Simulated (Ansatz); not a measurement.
Functionals compared on the (110) surface of tetragonal MoSi2 in its 1x1 cell (cut with top plane Mo + 2 Si, bottom plane Mo + 2 Si), outermost plane spacing 2.27 Å in the ideal cut, in Ansatz (plane waves, PAW). The structure was relaxed with PBE; the other rows are single points on it, each with its references at the same level. Cutoff 420 eV (500 eV for r2SCAN).

Set-up: 18 atoms, Mo6Si12, 11.4 Å thick at the start; mesh 10x10x1; 0.1 eV smearing; dipole correction on; all atoms relaxed; held to the start's symmetry, so lower structures may exist; no spin, no spin-orbit, no U. These notes are the PBE run's.

```tsv
functional	surface energy (J/m²)	work function of the top face (eV)	rough cost of the single point
PBE	2.16	4.19	–
LDA	2.50	4.48	around 2.4 core-minutes (rough)
PBEsol	2.43	4.29	around 2.1 core-minutes (rough)
RPBE	…	…	around 2.3 core-minutes (rough)
r2SCAN	2.29	4.15	roughly 5 core-minutes
```

### Question
Complete the blanks.

### Answer

- RPBE, surface energy (J/m²): 2.01
- RPBE, work function of the top face (eV): 4.06

Ansatz is an electronic-structure program.
